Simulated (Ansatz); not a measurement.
Hops of point defects in polar orthorhombic HfO2, each between lowest sites run for its defect: PBE bands (Ansatz, a quantum-chemistry and plane-wave program, plane waves to 420 eV, PAW, climbing-image NEB) beside r2SCAN single points (500 eV) at the PBE geometries. Static nuclei, no finite-size correction. The rows are a random draw from the bands that converged and passed our checks of state and shape. Saddle orders were checked for a part of the study's bands only and are not shown. Vacancies start on their lattice site; split forms were not set up. Charge states are imposed. Spin-orbit coupling is left out.

```tsv
Row	Defect	Route	Hop (Å)	Cell and PBE mesh	r2SCAN k-points	PBE barrier x (eV)	r2SCAN barrier y (eV)
1	interstitial Na, charge +1	Na moves farthest	3.48	96 sites, Γ	same mesh	2.51	2.64
2	interstitial Li, charge +1	Li moves farthest	2.93	96 sites, Γ	same mesh	1.09	1.13
3	O vacancy, charge +2	a nearby O jumps into the vacancy	2.40	96 sites, Γ	same mesh	0.58	0.61
4	interstitial O, charge -2	O moves farthest	1.53	96 sites, Γ	same mesh	0.50	0.56
5	O vacancy, charge +2	a nearby O jumps into the vacancy	2.58	96 sites, Γ	same mesh	0.50	0.53
6	interstitial O, charge -2	O moves farthest	1.87	96 sites, Γ	same mesh	0.65	?
```

Problem. Fit a straight line y = a x + b to rows 1 to 5, predict row 6, and compare with the computed value.

Solution. Means: x̄ = 1.036, ȳ = 1.094 eV. Sums: Sxx = 2.958, Sxy = 3.090 eV². So a = Sxy/Sxx = 1.045 and b = ȳ − a x̄ = 0.011 eV, with a scatter of 0.02 eV about the line. Row 6: 1.045 × 0.65 + 0.011 ≈ 0.69 eV. The computed r2SCAN value is 0.69 eV, 0.00 eV from the line, within the scatter. The line only summarises these rows of one host.
